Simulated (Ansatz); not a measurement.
The starting structures come from a database of crystals and need not be the phases stable at ambient conditions.

The decay constant κ of evanescent states in the gap governs leakage through a thin film.

Here is the system:

```
CELL_PARAMETERS angstrom
      4.52604     0.00000    -0.00645
      0.00000    12.97115     0.00000
     -0.50107     0.00000     5.42316
ATOMIC_POSITIONS crystal
  Sb 0.00913 0.64472 0.33586
  Sb 0.99087 0.35528 0.66414
  Sb 0.49087 0.14472 0.16414
  Sb 0.50913 0.85528 0.83586
  As 0.03712 0.90894 0.26830
  As 0.96288 0.09106 0.73170
  As 0.46288 0.40894 0.23170
  As 0.53712 0.59106 0.76830
  O  0.59790 0.63817 0.46298
  O  0.40210 0.36183 0.53702
  O  0.90210 0.13817 0.03702
  O  0.09790 0.86183 0.96298
  O  0.64169 0.91005 0.18127
  O  0.35831 0.08995 0.81873
  O  0.85831 0.41005 0.31873
  O  0.14169 0.58995 0.68127
  O  0.06981 0.79212 0.44893
  O  0.93019 0.20788 0.55107
  O  0.43019 0.29212 0.05107
  O  0.56981 0.70788 0.94893
```

Space group of this cell: P2_1/c. The cell was relaxed by PBE-D3(BJ); by PBEsol its mean pressure is -1.8 GPa.

Transport runs along the normal of the first two printed cell vectors.

The gap is the functional's own. No spin-orbit coupling. Mid-gap values are interpolated on the energy grid.

Question: Give the band gap and the smallest decay constant κ at mid-gap that PBEsol in Ansatz (a program for electronic structure) yields.

Answer: Gap 3.18 eV on a 8×4×6 mesh; κ = 0.400 1/Å, at (0.250, 0.000) of the in-plane reciprocal vectors. At the zone centre, at the nearest computed energy, the slowest state has κ = 0.44 1/Å.
